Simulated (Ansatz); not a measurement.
Band structure of PbO (P4/nmm, 4 atoms in the cell).

```yaml
crystal:
  lattice:
    - [3.98000, 0.00000, 0.00000]
    - [0.00000, 3.98000, 0.00000]
    - [0.00000, 0.00000, 5.02000]
  atoms:
    - { symbol: Pb, position: [0.50000, 0.00000, 0.76500] }
    - { symbol: Pb, position: [0.00000, 0.50000, 0.23500] }
    - { symbol: O, position: [0.50000, 0.50000, 0.00000] }
    - { symbol: O, position: [0.00000, 0.00000, 0.00000] }
```

Computed with PBE (plane waves, PAW; Ansatz, a first-principles code).

Settings: kpoints.mp_grid.grid = 6 6 5; hamiltonian.xc = pbe; hamiltonian.pseudopotentials = {kind: paw} (the program's default PAW files); scf.occupations.method = fermi_dirac; scf.occupations.width = 0.05 eV; kpoints.band_path.npoints = 8.

The starting cell has typed, rounded lattice constants, without a prior relaxation at this level. Spin-orbit coupling is off.

Q: Predict the gap along the standard path and the places of the band edges.

A: The gap along the path is 1.25 eV, from a point between M and Γ to M; the smallest direct gap on it is 2.32 eV.

Levels in eV from the top of the valence band on the path, bands 17 to 23:
| point | 17 | 18 | 19 | 20 | 21 | 22 | 23 |
|---|---|---|---|---|---|---|---|
| Γ | -1.73 | -1.71 | -1.71 | -0.01 | 2.37 | 5.46 | 5.68 |
| X | -3.05 | -3.05 | -1.66 | -1.66 | 3.41 | 3.41 | 6.56 |
| M | -1.65 | -1.65 | -1.08 | -1.08 | 1.25 | 1.25 | 5.32 |
| Z | -1.77 | -1.73 | -1.73 | -0.94 | 1.96 | 4.05 | 4.05 |
| R | -3.01 | -3.01 | -1.00 | -1.00 | 3.09 | 3.09 | 6.35 |
| A | -2.22 | -2.22 | -1.08 | -1.08 | 3.48 | 3.48 | 4.74 |

Keys are those of Ansatz 0.2.
